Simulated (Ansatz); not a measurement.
The reference is YN in the rock salt structure (space group Fm-3m, No. 225; a = 4.8562 Å).

Levels (all Ansatz, a quantum-chemistry and plane-wave program, PAW): PBEsol (420 eV, no spin-orbit coupling); HSE06 (420 eV, no SOC).

The geometry is relaxed with PBEsol.

| Item | Value |
|---|---|
| PBEsol lowest conduction level above the VBM at special points | X 0.08 eV; U 2.43 eV; K 2.43 eV; Γ 3.13 eV |

How does going to HSE06 change the lowest conduction level above the VBM at special points?

The lowest conduction level above the VBM at special points changes from X 0.08 eV; U 2.43 eV; K 2.43 eV; Γ 3.13 eV to X 1.05 eV; U 3.53 eV; K 3.53 eV; Γ 4.35 eV.

Single points use the geometry relaxed with PBEsol. HSE06 was sampled on its mesh, a few special points and the semilocal edge points, so its gap is an upper bound. The levels and masses belong to the bands next to the band gap. No phonon test of stability was made.
